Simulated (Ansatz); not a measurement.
# CdGeAs2 under a change: Ga on a Ge site, symmetric start

Base system: an 8-atom supercell of CdGeAs2 in the chalcopyrite structure (space group I-42d, No. 122; a = 5.981 Å, c = 11.298 Å) at its relaxed geometry.

One thing is altered: a neutral Ga on a Ge site, symmetric start, atoms relaxed at fixed cell.

All numbers come from Ansatz (a first-principles code) r2SCAN, without spin-orbit coupling. k-mesh 6×6×6 (Γ-centred); smearing 0.01 eV (Fermi–Dirac).

```json
[
 {"quantity": "pressure", "base": "0.0 GPa", "changed": "-0.2 GPa", "shift": "-0.2 GPa"},
 {"quantity": "energy gained by relaxation", "base": "–", "changed": "0.01 eV", "shift": "–"},
 {"quantity": "largest displacement of a host atom from its site in the perfect cell", "base": "–", "changed": "0.02 Å", "shift": "–"},
 {"quantity": "mean distance from the defect site to its nearest host atoms", "base": "245 pm", "changed": "246 pm", "shift": "+1 pm"}
]
```

Cost of the whole job for the changed cell (relaxation, final SCF and bands): roughly 11 core-minutes.

The magnetic state is the one reached from the starting moments; the real material's order can differ, and small cells can't hold many antiferromagnetic ones. The cell is small, so the values are those of an ordered compound at a high defect concentration; dilute-limit values will differ. A case with no gap was solved on a k-mesh chosen for an insulator, which is coarse for it. The defect started on the symmetric site and kept its symmetry, so it may sit on a saddle. Seeded moments were not kept for Ga on a Ge site. The defect cell is spin-polarised and ends with 0.1 μB.
